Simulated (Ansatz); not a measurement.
Input:

End structure of a constructed model of the (111) surface of fcc Cu, a layer of Ag in place of the second plane (bottom of the slab: a bare face, its two planes held):

```yaml
crystal:
  lattice:
    - [2.56680, 0.00000, 0.00000]
    - [-1.28340, 2.22291, 0.00000]
    - [0.00000, 0.00000, 27.00000]
  atoms:
    - { symbol: Cu, position: [0.33333, 0.66667, 0.30306] }
    - { symbol: Cu, position: [0.66667, 0.33333, 0.38068] }
    - { symbol: Cu, position: [0.00000, 0.00000, 0.45803] }
    - { symbol: Cu, position: [0.33333, 0.66667, 0.53538] }
    - { symbol: Ag, position: [0.66667, 0.33333, 0.62324] }
    - { symbol: Cu, position: [0.00000, 0.00000, 0.71206] }
```

Set-up: 6 atoms, 10.6 Å thick at the start with caps and adatoms (thin: gaps and levels are the slab's own); mesh 17x17x1; 0.1 eV smearing; dipole correction on; 2 atoms held, the rest relaxed; held to the start's symmetry, so lower structures may exist; no spin, no spin-orbit, no U. In PBE it is, or lies within 0.01 eV a 1x1 cell of, the lowest of the 2 structures of its composition computed so far; subsurface sites and larger cells were not tried.

What is the computed work function of the top face (PBE (Ansatz, a quantum-chemistry and plane-wave program))?

4.94 eV
